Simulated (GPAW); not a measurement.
# Input and output of a self-consistent single point for CaNi₅ (P6/mmm, 6 atoms in the cell) (GPAW)

Method: PBEsol, GPAW PAW datasets PBEsol (made by gpaw-setup) (plane waves; GPAW).

Input as run:

```python
from ase import Atoms
from ase.units import GPa
from gpaw import GPAW

atoms = Atoms(['Ca', 'Ni', 'Ni', 'Ni', 'Ni', 'Ni'],
              cell=[[4.874940, 0.000000, 0.000000],
                    [-2.437470, 4.221822, 0.000000],
                    [0.000000, 0.000000, 3.895070]],
              scaled_positions=[[0.000000, 0.000000, 0.000000],
                                [0.500000, 0.000000, 0.500000],
                                [0.500000, 0.500000, 0.500000],
                                [0.000000, 0.500000, 0.500000],
                                [0.333333, 0.666667, 0.000000],
                                [0.666667, 0.333333, 0.000000]],
              pbc=True)

atoms.set_initial_magnetic_moments([0.0, 2.0, 2.0, 2.0, 2.0, 2.0])

calc = GPAW(spinpol=True,
            mode={'name': 'pw', 'ecut': 800},
            xc='PBEsol',
            kpts={'size': (5, 5, 6), 'gamma': True},
            occupations={'name': 'fermi-dirac', 'width': 0.1},
            nbands=-14,
            convergence={'density': 1e-05},
            symmetry={'symmorphic': False, 'tolerance': 0.0005},
            maxiter=150)

atoms.calc = calc

energy = atoms.get_potential_energy()
print('Energy (eV):', round(energy, 6))
forces = atoms.get_forces()
print('Forces (eV/Ang):')
print(forces.round(5))
stress = atoms.get_stress()
print('Stress (GPa, Voigt):', (stress / GPa).round(4))
```

The program printed (abridged):

```
Input parameters:
  convergence: {density: 1e-05}
  kpts: {gamma: True,
         size: (5, 5, 6)}
  maxiter: 150
  mode: {ecut: 800,
         name: pw}
  nbands: -14
  occupations: {name: fermi-dirac,
                width: 0.1}
  spinpol: True
  symmetry: {symmorphic: False,
             tolerance: 0.0005}
  xc: PBEsol

species:
  Ca:
    name: Calcium
    Z: 20.0
    valence: 10
    core: 10
    charge: 0.0
    file: Ca.PBEsol.gz

    # Using partial waves for Ca as LCAO basis

  Ni:
    name: Nickel
    Z: 28.0
    valence: 16
    core: 12
    charge: 0.0
    file: Ni.PBEsol.gz

    # Using partial waves for Ni as LCAO basis

Reference energy: -225150.496730  # eV

Spin-polarized calculation.
Initial magnetic moment: 10.000000

Convergence criteria:
 Maximum [total energy] change in last 3 cyles: 0.0005 eV / valence electron
 Maximum integral of absolute [dens]ity change: 1e-05 electrons / valence electron
 Maximum integral of absolute [eigenst]ate change: 4e-08 eV^2 / valence electron
 Maximum number of scf [iter]ations: 150

Symmetries present (total): 24
Symmetries with fractional translations: 0
150 k-points: 5 x 5 x 6 Monkhorst-Pack grid + [0.000000,0.000000,1/12]
20 k-points in the irreducible part of the Brillouin zone
       k-points in crystal coordinates                weights
   0:     0.00000000    0.00000000    0.00000000          1/150
   1:     0.00000000    0.00000000    0.16666667          2/150
   2:     0.00000000    0.00000000    0.33333333          2/150
   [... 7 lines left out ...]
          ...
  19:     0.40000000    0.40000000    0.50000000          6/150

Wave functions: Plane wave expansion
  Cutoff energy: 800.000 eV
  Number of coefficients (min, max): 4090, 4169
  Pulay-stress correction: 0.000000 eV/Ang^3 (de/decut=0.000000)

Occupation numbers: Fermi-Dirac:
  width: 0.1000  # eV

Eigensolver

Densities:
  Coarse grid: 32*32*27 grid
  Fine grid: 64*64*54 grid
  Total Charge: 0.000000

Density mixing:
  Method: difference
  Backend: pulay
  Linear mixing parameter: 0.05
  old densities: 5
  Damping of long wavelength oscillations: 50

Hamiltonian:
  XC and Coulomb potentials evaluated on a 64*64*54 grid
  External potential:
    NoExternalPotential

XC parameters: PBEsol with 2 nearest neighbor stencil

Number of atoms: 6
Number of atomic orbitals: 65
Number of bands in calculation: 64
Number of valence electrons: 90
Bands to converge: occupied

Density initialized from atomic densities
  64 bands from LCAO basis set

Atomic positions and initial magnetic moments

Positions:
   0 Ca     0.000000    0.000000    0.000000    ( 0.0000,  0.0000,  0.0000)
   1 Ni     2.437470    0.000000    1.947535    ( 0.0000,  0.0000,  2.0000)
   2 Ni     1.218735    2.110911    1.947535    ( 0.0000,  0.0000,  2.0000)
   3 Ni    -1.218735    2.110911    1.947535    ( 0.0000,  0.0000,  2.0000)
   4 Ni    -0.000002    2.814549    0.000000    ( 0.0000,  0.0000,  2.0000)
   5 Ni     2.437472    1.407273    0.000000    ( 0.0000,  0.0000,  2.0000)

Unit cell:
           periodic     x           y           z      points  spacing
  1. axis:    yes    4.874940    0.000000    0.000000    32     0.1319
  2. axis:    yes   -2.437470    4.221822    0.000000    32     0.1319
  3. axis:    yes    0.000000    0.000000    3.895070    27     0.1443

  Lengths:   4.874940   4.874940   3.895070
  Angles:   90.000000  90.000000 119.999999

Effective grid spacing dv^(1/3) = 0.1426

     iter     time        total  log10-change:  magmom
                         energy   eigst   dens
iter:   1 --:--:--   -40.267672                   +10.0174
iter:   2 --:--:--   -42.012736   -0.23  -1.68    +5.5671
iter:   3 --:--:--   -42.254994   -0.86  -1.73    +2.8113
iter:   4 --:--:--   -42.353640   -1.58  -1.89    +2.6356
iter:   5 --:--:--   -42.414703   -2.40  -1.99    +2.4837
iter:   6 --:--:--   -42.492086   -2.64  -2.29    +2.1364
iter:   7 --:--:--   -42.502651   -2.91  -2.39    +2.1286
iter:   8 --:--:--   -42.490863c  -3.66  -2.78    +2.1004
iter:   9 --:--:--   -42.487224c  -4.59  -3.35    +2.0267
iter:  10 --:--:--   -42.489484c  -4.58  -3.45    +2.1286
iter:  11 --:--:--   -42.488897c  -5.04  -3.41    +2.1296
iter:  12 --:--:--   -42.491017c  -4.97  -3.35    +2.0783
iter:  13 --:--:--   -42.489170c  -5.69  -3.22    +2.0601
   [... 12 lines left out ...]
iter:  26 --:--:--   -42.486385c  -5.56  -3.68    +1.7522
iter:  27 --:--:--   -42.486100c  -6.72  -3.98    +1.7331
iter:  28 --:--:--   -42.485033c  -5.61  -4.00    +1.6750
iter:  29 --:--:--   -42.485015c  -6.72  -4.22    +1.6871
iter:  30 --:--:--   -42.484886c  -6.70  -4.31    +1.6732
iter:  31 --:--:--   -42.484943c  -7.61c -4.47    +1.6812
iter:  32 --:--:--   -42.485162c  -6.88  -4.50    +1.6962
iter:  33 --:--:--   -42.485259c  -7.00  -4.58    +1.6936
iter:  34 --:--:--   -42.485156c  -7.27  -4.54    +1.6952
iter:  35 --:--:--   -42.485182c  -8.62c -5.07c   +1.6958

Converged after 35 iterations.

Dipole moment: (0.000000, -0.000000, -0.000000) |e|*Ang

Total magnetic moment: (0.000000, 0.000000, 1.695850)
Local magnetic moments:
   0 Ca ( 0.000000,  0.000000, -0.011468)
   1 Ni ( 0.000000,  0.000000,  0.384878)
   2 Ni ( 0.000000,  0.000000,  0.384878)
   3 Ni ( 0.000000,  0.000000,  0.384878)
   4 Ni ( 0.000000,  0.000000,  0.343442)
   5 Ni ( 0.000000,  0.000000,  0.343442)

Energy contributions relative to reference atoms: (reference = -225150.496730)

Kinetic:        +26.563589
Potential:      -14.004108
External:        +0.000000
XC:             -54.700540
Entropy (-ST):   -0.269000
Local:           -0.209622
SIC:             +0.000000
--------------------------
Free energy:    -42.619682
Extrapolated:   -42.485182

Spin contamination: 0.159174 electrons
Showing only first 2 kpts
                      Up                     Down
 Kpt  Band  Eigenvalues  Occupancy  Eigenvalues  Occupancy
  0    43      7.15218    0.51671      7.63059    0.00886
  0    44      7.15221    0.51665      7.67751    0.00556
  0    45      8.44844    0.00000      8.62477    0.00000
  0    46      8.76263    0.00000      8.74935    0.00000

  1    43      6.83669    0.96165      7.28286    0.22444
  1    44      7.10412    0.63356      7.46632    0.04417
  1    45      7.39511    0.08608      7.67761    0.00556
  1    46      8.39304    0.00000      8.55690    0.00000

Fermi level: 7.15887

No gap
No difference between direct/indirect transitions
Energy (eV): -42.485182

Forces in eV/Ang:
  0 Ca    0.00000   -0.00000    0.00000
  1 Ni    0.00000   -0.00000    0.00000
  2 Ni    0.00000   -0.00000    0.00000
  3 Ni   -0.00000    0.00000    0.00000
  4 Ni   -0.00000    0.00000    0.00000
  5 Ni    0.00000    0.00000    0.00000

Stress tensor:
     0.003312     0.000000     0.000000
     0.000000     0.003312     0.000000
     0.000000     0.000000     0.005480
Stress (GPa, Voigt): [0.5306 0.5306 0.8781 0.     0.     0.    ]
```

The run converged in 35 iterations. GPAW prints stress with tension positive.

The starting cell comes from a database of computed structures (which also holds hypothetical and non-ambient phases and stackings), without a prior relaxation at this level. The moments shrank to a small part of their start, a low-spin state that need not be the lowest.

Cost on one core of a shared machine: roughly 7 min.
